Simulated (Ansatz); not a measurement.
The starting structures come from a database of crystals and need not be the phases stable at ambient conditions.

 Where the default PAW files enter, the runs use the earlier of Ansatz's two default sets.

```
CaTiO3
1.0
    5.37146     0.00000     0.00000
    0.00000     5.37146     0.00000
    2.68573    -2.68573     3.89612
Ca Ti O
2 2 6
Cartesian
  5.37146   2.68573   1.94806
  2.68573   0.00000   1.94806
  2.68573   2.68573   0.00000
  0.00000   0.00000   0.00000
  1.02756   1.65817   0.00000
  4.34390   3.71329   0.00000
  3.71329   1.02756   0.00000
  1.65817   4.34390   0.00000
  2.68573   2.68573   1.94806
  5.37146   0.00000   1.94806
```

Space group of this cell: I4/mcm. The cell is taken as given; by PBEsol its mean pressure is -2.9 GPa.

Transport runs along the normal of the first two printed cell vectors, the (001) plane of the conventional cell.

The gap is the functional's own, uncorrected, and κ follows it; spin-orbit coupling is left out. Mid-gap values are interpolated between the computed energies.

Question: Give the band gap and the smallest decay constant κ at mid-gap that PBEsol (Ansatz, a program for electronic structure) yields.

Answer: Gap 2.32 eV on a 8×8×8 mesh; κ = 0.258 1/Å, at the zone centre.
